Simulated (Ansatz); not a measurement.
Take BaHfO3 in the cubic perovskite structure (space group Pm-3m, No. 221; a = 4.158 Å) as the base. Axes: x, y, z lie along the cube axes.

Level of theory: PBEsol (Ansatz, a first-principles code), without spin-orbit coupling.

For the base:

The band gap comes out as 3.58 eV. The smallest direct gap is 3.67 eV.

Modification: biaxial strain −0.60 %, plane normal [001], relaxed out of plane (Cartesian); in-plane vectors clamped, the third vector and the atoms free.

### Question
What happens to the in-plane stress, band gap, smallest direct gap and energy relative to the base?

### Answer
The mean in-plane stress (compression positive) amounts to +2.4 GPa; the band gap drops by 0.01 eV, from 3.58 eV to 3.57 eV; the smallest direct gap falls by 0.023 eV to 3.64 eV; the energy grows by 1.2 meV/atom.

Spin-orbit coupling, missing from the scalar runs, can matter with Hf. Stability against distortions was not tested.
